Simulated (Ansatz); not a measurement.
Take MgO (space group P6_3/mmc, No. 194; a = 3.4939 Å, c = 4.1941 Å; a cell from a computed database, its experimental status unchecked) as the base.

Levels (all Ansatz, a program for electronic structure, PAW): PBEsol (420 eV, without spin-orbit coupling); r2SCAN (500 eV, without spin-orbit coupling).

The geometry is relaxed with PBEsol.

| Item | Value |
|---|---|
| PBEsol pressure | 0.00 GPa |
| PBEsol band gap | 3.27 eV |
| PBEsol hole mass | 0.39 mₑ along c, 2.0 mₑ across (at Γ) |

Question: What does r2SCAN give at this geometry for the pressure, band gap and hole mass?

Answer: The pressure goes from zero to -1.01 GPa; the band gap increases by 0.78 eV (3.27 eV → 4.05 eV); the hole mass goes from 0.39 mₑ along c, 2.0 mₑ across (at Γ) to 0.43 mₑ along c, 2.0 mₑ across (at Γ).

Single points use the geometry relaxed with PBEsol. Their cutoffs differ, which shifts pressures a little. Masses are band curvatures over ±0.01 Å⁻¹ around the edge. Whether these cells are dynamically stable was not tested. This is not the structure that MgO has at room temperature and ambient pressure.
